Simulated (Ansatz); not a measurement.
Start from BaTiO3 (space group P4mm, No. 99; a = 3.9554 Å, c = 4.0442 Å).

Levels (all Ansatz, a program for electronic structure, PAW): PBEsol (420 eV, spin-orbit coupling left out); r2SCAN (500 eV, no spin-orbit coupling).

The geometry is relaxed with PBEsol.

| Quantity | Value |
|---|---|
| PBEsol lowest conduction level above the VBM at special points | Γ 1.85 eV; Z 1.98 eV; X 2.33 eV; R 3.70 eV |
| PBEsol pressure | 0.00 GPa |
| PBEsol smallest direct gap | 2.22 eV |

### Question
Predict the lowest conduction level above the VBM at special points, pressure and smallest direct gap from r2SCAN.

### Answer
The lowest conduction level above the VBM at special points becomes Γ 2.26 eV; Z 2.38 eV; X 2.72 eV; R 4.03 eV (PBEsol: Γ 1.85 eV; Z 1.98 eV; X 2.33 eV; R 3.70 eV); the pressure goes from zero to 3.34 GPa; the smallest direct gap rises by 0.41 eV (2.22 eV → 2.63 eV).

Single points use the geometry relaxed with PBEsol. Their cutoffs differ, which shifts pressures a little. Stability against distortions was not tested. All final runs are without spin polarisation.
